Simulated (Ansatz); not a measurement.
The structure below was relaxed with Ansatz (a quantum-chemistry and plane-wave program) r2SCAN, no spin-orbit coupling.

Space group Fm-3m (No. 225); a = b = c = 11.948 Å, α = β = γ = 90.00°

| atom | site | symmetry | x | y | z |
|---|---|---|---|---|---|
| Rb | 8c | -43m | 0.2500 | 0.2500 | 0.2500 |
| Tl | 4a | m-3m | 0.0000 | 0.0000 | 0.0000 |
| Ag | 4b | m-3m | 0.5000 | 0.5000 | 0.5000 |
| I | 24e | 4m.m | 0.0000 | 0.0000 | 0.2547 |

Problem. Write out a cell with all atoms.

Solution. 
```xyz
40
Lattice="11.9482 0.0000 0.0000 0.0000 11.9482 0.0000 0.0000 0.0000 11.9482" Properties=species:S:1:pos:R:3 pbc="T T T"
Rb     2.9871     2.9871     8.9612
Rb     2.9871     8.9612     8.9612
Tl     0.0000     0.0000     0.0000
Ag     5.9741     0.0000     0.0000
I      3.0431     0.0000     0.0000
I      8.9052     0.0000     0.0000
I      5.9741     9.0172     0.0000
I      5.9741     2.9311     0.0000
I      5.9741     0.0000     9.0172
I      0.0000     0.0000     8.9052
Rb     2.9871     8.9612     2.9871
Rb     2.9871     2.9871     2.9871
Tl     0.0000     5.9741     5.9741
Ag     5.9741     5.9741     5.9741
I      3.0431     5.9741     5.9741
I      8.9052     5.9741     5.9741
I      5.9741     3.0431     5.9741
I      5.9741     8.9052     5.9741
I      5.9741     5.9741     3.0431
I      0.0000     5.9741     2.9311
Rb     8.9612     2.9871     2.9871
Rb     8.9612     8.9612     2.9871
Tl     5.9741     0.0000     5.9741
Ag     0.0000     0.0000     5.9741
I      9.0172     0.0000     5.9741
I      2.9311     0.0000     5.9741
I      0.0000     9.0172     5.9741
I      0.0000     2.9311     5.9741
I      0.0000     0.0000     3.0431
I      5.9741     0.0000     2.9311
Rb     8.9612     8.9612     8.9612
Rb     8.9612     2.9871     8.9612
Tl     5.9741     5.9741     0.0000
Ag     0.0000     5.9741     0.0000
I      9.0172     5.9741     0.0000
I      2.9311     5.9741     0.0000
I      0.0000     3.0431     0.0000
I      0.0000     8.9052     0.0000
I      0.0000     5.9741     9.0172
I      5.9741     5.9741     8.9052
```
This is the conventional cell.

No phonon test of stability was made. All final runs are without spin polarisation. The cell was made from Rb2TlAgF6 by this change: F → I; the result is a model cell, its experimental status unchecked.
